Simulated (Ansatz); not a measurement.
Ansatz (a quantum-chemistry and plane-wave program) run on Se (P3_121, 3 atoms in the cell): self-consistent single point

Computed with LDA (PW92), default PAW files made with PBE (plane waves; Ansatz).

The input file:

Ansatz 0.2 input:
```yaml
# Se
crystal:
  lattice:
    - [2.191555, -3.795885, 0.000000]
    - [2.191555, 3.795885, 0.000000]
    - [0.000000, 0.000000, 4.964850]
  atoms:
    - { symbol: Se, position: [0.000000, 0.225000, 0.666667] }
    - { symbol: Se, position: [0.775000, 0.775000, 0.000000] }
    - { symbol: Se, position: [0.225000, 0.000000, 0.333333] }
basis:
  ecutwfc: 420.0 eV
kpoints:
  mp_grid:
    grid: [7, 7, 5]
hamiltonian:
  xc: lda
  pseudopotentials:
    kind: paw
scf:
  occupations:
    method: fermi_dirac
    width: 0.01 eV
output:
  forces: true
  eigenvalues: true
  stress: true
```

Output, abridged:

```
WARN the atoms were moved onto the symmetric positions of the space group found under crystal.symmetry.tolerance 1.0e-5 (fractional …
WARN ansatz: RAYON_NUM_THREADS=1 ignored (pool sized by the plan → 1); use --threads N
Pseudopotentials: kind: paw
Pseudopotential: Se, paw, valence charge 16
Crystal: 3 atoms, lattice volume = 82.604 Å³
Basis set: ecut = 420 eV, 1607 PW (Γ)
Bands: 29, of which v1, the nominal top of the filled ones, is band 24 counted from 1 (23 counted from 0)
Symmetry: 6 space group operations
Space group: P3121 (ITA 152), of the structure as read, at distance tolerance 4.4e-5 Å
k-points: 32 of 245 (time reversal used)
PAW frozen core: Se, regenerated for the run's functional, and the local potential with it
Initial density: superposition of atomic densities (neutral atoms: chi_scale 0, normalization atom), corrected by the library's trained network
Initial wavefunctions: pseudopotential atomic-orbital guess
Eigensolver: davidson
Functional: x = slater, c = lda
SCF iter   1: F=—  HF=-16149.620239 eV  |F-HF|=—  |Δ(HF+E_count)|=         —  Δρ=4.89e-3  dr2=8.67e-3  ethr=1.77e-3  ⟨swp⟩=6.2  Hψ=4242  notcnv=0
all-band conjugate gradients solve this SCF's bands
preconditioner: auto → Resta (q_TF=auto, 2.492 Å⁻¹)
SCF iter   2: F=—  HF=-16149.618259 eV  |F-HF|=—  |Δ(HF+E_count)|=   1.98e-3  Δρ=2.65e-3  dr2=2.70e-3  ethr=1.81e-5  ⟨swp⟩=2.0  Hψ=1317  notcnv=0  defer=32
SCF iter   3: F=—  HF=-16149.617873 eV  |F-HF|=—  |Δ(HF+E_count)|=   3.86e-4  Δρ=2.52e-4  dr2=6.42e-5  ethr=5.62e-6  ⟨swp⟩=2.0  Hψ=1277  notcnv=0  defer=32
SCF iter   4: F=—  HF=-16149.617881 eV  |F-HF|=—  |Δ(HF+E_count)|=   7.81e-6  Δρ=6.80e-5  dr2=4.91e-6  ethr=1.34e-7  ⟨swp⟩=2.0  Hψ=1664  notcnv=0  defer=32
SCF iter   5: F=—  HF=-16149.617881 eV  |F-HF|=—  |Δ(HF+E_count)|=   2.53e-8  Δρ=2.11e-5  dr2=4.06e-7  ethr=1.02e-8  ⟨swp⟩=2.0  Hψ=1664  notcnv=0  defer=32
SCF iter   6: F=-16149.617880 eV  HF=-16149.617880 eV  |F-HF|=1.90e-8  |Δ(HF+E_count)|=   4.46e-7  Δρ=9.05e-6  dr2=8.31e-8  ethr=2.08e-10  ⟨swp⟩=8.0  Hψ=4556  notcnv=0
SCF 1 converged in 6 iterations: F = -16149.617880 eV  dr2 = 8.31e-8
SCF converged after 6 iterations
Free energy (F): -16149.617880 eV
Harris-Foulkes:  -16149.617880 eV  (|F-HF|=1.90e-8)
Internal energy: -16149.617880 eV  (E = F + TS)
E sigma→0 (E₀):  -16149.617880 eV
Fermi energy:    6.974097 eV
--- Per-component energies (eV) ---
  E_band       = -1251.411409
  E_kinetic    = 352.908136
  E_local      = -7799.014963  (includes V_loc(G=0)·N_el)
  E_nonlocal   = -1763.438200
  E_hartree    = 3807.344555
  E_xc         = -308.680877
  E_vxc        = -292.667510  (∫ρ·V_xc dr)
  E_paw        = -5482.989331  (= ΣΔE_a)
  E_vpaw       = 636.092570  (= ΣTr[D̂ρ^β])
  E_aug_tail   = -0.001843  (compensation charges beyond the density's cutoff)
  E_ewald      = -4962.397443
  E_core_change = 6.652087  (= ΣΔE_core)
  E_smearing   = -0.000000  (= −TS)
  E_closure    = 0.000000  (closes the sum)
  Σ components = -16149.617880   (vs F -16149.617880, Δ=0.00e0)
--- Forces (eV/Å), atoms counted from 1 ---
  atom   1  Se     0.07020724     0.12160250    -0.00000000
  atom   2  Se    -0.14041448     0.00000000    -0.00000000
  atom   3  Se     0.07020724    -0.12160250     0.00000000
  max |Σ_I F_I| component: 8.33e-17 eV/Å
--- Stress (GPa, compression-positive) ---
       -2.040236       0.000000      -0.000000
       -0.000000      -2.040236       0.000000
       -0.000000       0.000000      -0.965780
  P = ⅓ Tr σ = -1.6821 GPa (-16.821 kbar)
  The stress holds the Pulay correction. Without it, at fixed plane waves, as pw.x and ABINIT print it: P = -1.7091 GPa
--- Band table (eV; the first three rows and the last of 32) ---
  k-point 0: bands = ["-41.9560", "-41.9560", "-41.9190", "-41.9130", "-41.9130", "-41.8663", "-41.7434", "-41.7386", "-41.7386", "-41.6950", "-41.6950", "-41.6917", "-41.6668", "-41.6409", "-41.6409", "-9.3692", "-5.3110", "-5.3110", "2.6204", [...]
  k-point 1: bands = ["-41.9676", "-41.9421", "-41.9200", "-41.9169", "-41.9064", "-41.8708", "-41.7433", "-41.7404", "-41.7368", "-41.6961", "-41.6938", "-41.6919", "-41.6647", "-41.6460", "-41.6376", "-9.1816", "-6.6000", "-4.0819", "2.1589", [...]
  k-point 2: bands = ["-41.9740", "-41.9302", "-41.9232", "-41.9188", "-41.8959", "-41.8824", "-41.7428", "-41.7419", "-41.7357", "-41.6969", "-41.6929", "-41.6922", "-41.6592", "-41.6524", "-41.6360", "-8.6293", "-7.7461", "-3.2513", "1.7073", [...]
  k-point 31: bands = ["-41.9740", "-41.9299", "-41.9230", "-41.9188", "-41.8960", "-41.8823", "-41.7429", "-41.7419", "-41.7356", "-41.6972", "-41.6927", "-41.6919", "-41.6602", "-41.6530", "-41.6346", "-8.1891", "-7.4273", "-4.2722", "0.8338", [...]
```

The run converged in 6 iterations.

The starting cell has typed, rounded lattice constants, without a prior relaxation at this level. Its lattice was rescaled by up to half a per cent. Ansatz's pressure includes its estimate of the finite-basis (Pulay) stress.
